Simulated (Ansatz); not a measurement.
**By hand: reaction energy**

Subject: the reaction energy. Reaction: 3 Si (diamond) + 4 GaN (wurtzite) → 4 Ga (Cmce) + Si3N4 (P6₃/m). Negative: the products are lower in energy.

Si3N4 (P6₃/m), 14 atoms in the cell. Conventional cell: a = b = 7.6622 Å, c = 2.9262 Å, α = β = 90.00°, γ = 120.00°.

GaN (wurtzite, P6₃mc), 4 atoms in the cell. Conventional cell: a = 3.219 Å, b = 3.219 Å, c = 5.243 Å, α = 90.00°, β = 90.00°, γ = 120.00°.

Method: Ansatz (a quantum-chemistry and plane-wave program), PAW, neutral cells at 0 K with nuclei at rest, on structures from PBE. Ansatz runs with its PAW set soft_1. Other levels take these structures. The lattices are those relaxed with PBE, so at other levels the solids can be strained, which adds to the spread. A dispersion term (D3(BJ), or D4 for r2SCAN) was computed beside these levels and is taken off wherever the name lacks it.

Total energies of the cells in eV, at zero smearing width. They compare only within one column; the weights balance every element.

| cell | atoms | weight | PBE | RPBE |
|---|---|---|---|---|
| Ga (Cmce) | 4 | +2 | -15132.10261 | -15154.40928 |
| Si3N4 (P6₃/m) | 14 | +1 | -6901.82885 | -6931.88396 |
| Si (diamond) | 2 | −3 | -1271.62301 | -1277.80685 |
| GaN (wurtzite) | 4 | −4 | -8335.84750 | -8349.91175 |

PBE: 2 × (-15132.10261) + (-6901.82885) − 3 × (-1271.62301) − 4 × (-8335.84750) = -7.775 eV; dividing by 2 gives -3.89 eV.

RPBE: 2 × (-15154.40928) + (-6931.88396) − 3 × (-1277.80685) − 4 × (-8349.91175) = -7.635 eV; dividing by 2 gives -3.82 eV.

What follows from the PBE value: Per mole of the reaction as written, -3.888 eV × 96.485 = -375.1 kJ.
